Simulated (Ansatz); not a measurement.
Consider AlFe in the CsCl type structure (space group Pm-3m, No. 221; a = 2.875 Å; ferromagnetic).

Calculations: Ansatz (a first-principles code), PBE, PAW, cutoff 420 eV, without spin-orbit coupling.

One change was made to it. Results:

The volume per atom drops by 2.32 Å³ (11.88 Å³ → 9.56 Å³); the largest site moment decreases by 0.19 μB (0.73 μB → 0.54 μB).

### Question
Which of these changes matches the shifts?
A. pressure 1.8 GPa
B. pressure −1 GPa
C. pressure 9 GPa
D. pressure 60 GPa
E. pressure 30 GPa

### Answer
D, pressure 60 GPa. For comparison, the volume per atom in the other runs: pressure 30 GPa gives 10.43 Å³; pressure 1.8 GPa gives 11.76 Å³; pressure 9 GPa gives 11.34 Å³; pressure −1 GPa gives 11.95 Å³.

The magnetic state is the one reached from the starting moments; the real material's order can differ, and small cells can't hold many antiferromagnetic ones. Load acts through the strain it causes; cell and atoms are relaxed under it. No phonon test of stability was made. No other phases were tried under pressure.
